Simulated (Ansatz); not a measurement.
By hand: formation energy of the neutral Ag_i in TiO2 (anatase, I4₁/amd)

Subject: the formation energy of the neutral Ag_i in TiO2 (anatase, I4₁/amd). Reaction: 16 TiO2 (anatase) + Ag (fcc) → cell A.

A: a supercell of 48 sites of TiO2 (anatase, I4₁/amd) with Ag off the lattice sites (4 O at 2.20–2.22 Å); partly filled levels (a metallic host or states in the gap) with PBE; an odd number of electrons; spin state with PBE: no moments.

Setting: static, neutral cells in Ansatz (PAW) whose structures rest at the PBE level. Ansatz (a program for electronic structure) runs with its default PAW set. Other levels take these structures. The lattices are those relaxed with PBE, so at other levels the solids can be strained, which adds to the spread. Larger cells are relaxed from a start prepared with the learned potential CHGNet, on a coarser mesh till forces fall under 0.03 eV/Å, which some starts already meet. A dispersion term (D3(BJ), or D4 for r2SCAN) was computed beside these levels and is taken off wherever the name lacks it. Mesh and cell size may move defect energies by 0.1 eV or more. The value holds for the reservoirs listed; other chemical potentials shift it. Cell A has symmetry Imm2 within 0.02 Å and got no random move, so less symmetric positions, which may lie lower, weren't tried.

Total energies of the cells in eV, at zero smearing width. They compare only within one column; the weights balance every element.

| cell | atoms | weight | PBE | r2SCAN+D4 |
|---|---|---|---|---|
| A: TiO2:Ag_i | 49 | +1 | -65806.91592 | -65945.47356 |
| TiO2 (anatase) | 48 | −1 | -58220.00091 | -58344.66977 |
| Ag (fcc) | 1 | −1 | -7590.55433 | -7604.12909 |

PBE: (-65806.91592) − (-58220.00091) − (-7590.55433) = 3.639 eV.

r2SCAN+D4: (-65945.47356) − (-58344.66977) − (-7604.12909) = 3.325 eV.

What follows from the PBE value: With the reservoirs of the reaction as written, and without entropy terms or charged states, the share of sites that hold the defect in equilibrium is exp(−3.64 eV/k_BT) = 4.5×10^-19 at 1000 K.
